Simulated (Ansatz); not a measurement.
# A computed series for HfC: response to strain

The reference is HfC in the rock salt structure (space group Fm-3m, No. 225; a = 4.607 Å; relaxed with 0.1 eV smearing). Axes: x, y, z lie along the cube axes.

Strains are applied to the cell and any free atomic positions relax.

Calculations: PBEsol, PAW, 420 eV (Ansatz, a program for electronic structure; no SOC).

Notes on the quantities. energy relative to the base: free energy F; pressure: mean of the normal stresses, compression positive.

```tsv
case	energy relative to the base	volume per atom	pressure
base	0 meV/atom	12.22 Å³	0.0 GPa
uniaxial strain ε_zz = −3.00 %	(withheld)	11.86 Å³	8.5 GPa
uniaxial strain ε_zz = −2.50 %	+14 meV/atom	11.92 Å³	6.9 GPa
uniaxial strain ε_zz = −2.00 %	+8.8 meV/atom	11.98 Å³	5.4 GPa
uniaxial strain ε_zz = −1.50 %	+4.9 meV/atom	12.04 Å³	4.0 GPa
uniaxial strain ε_zz = −1.00 %	+2.1 meV/atom	12.10 Å³	2.6 GPa
uniaxial strain ε_zz = −0.50 %	+0.5 meV/atom	12.16 Å³	(withheld)
uniaxial strain ε_zz = +1.00 %	+2.0 meV/atom	12.35 Å³	(withheld)
uniaxial strain ε_zz = +1.50 %	+4.4 meV/atom	12.41 Å³	-3.5 GPa
uniaxial strain ε_zz = +2.00 %	+7.7 meV/atom	12.47 Å³	-4.5 GPa
```

Task: Some entries are withheld; estimate them.

Result: 
- uniaxial strain ε_zz = −3.00 %, energy relative to the base: +21 meV/atom
- uniaxial strain ε_zz = −0.50 %, pressure: 1.3 GPa
- uniaxial strain ε_zz = +1.00 %, pressure: -2.4 GPa

Whether these cells are dynamically stable was not tested. The final runs are not spin-polarised.
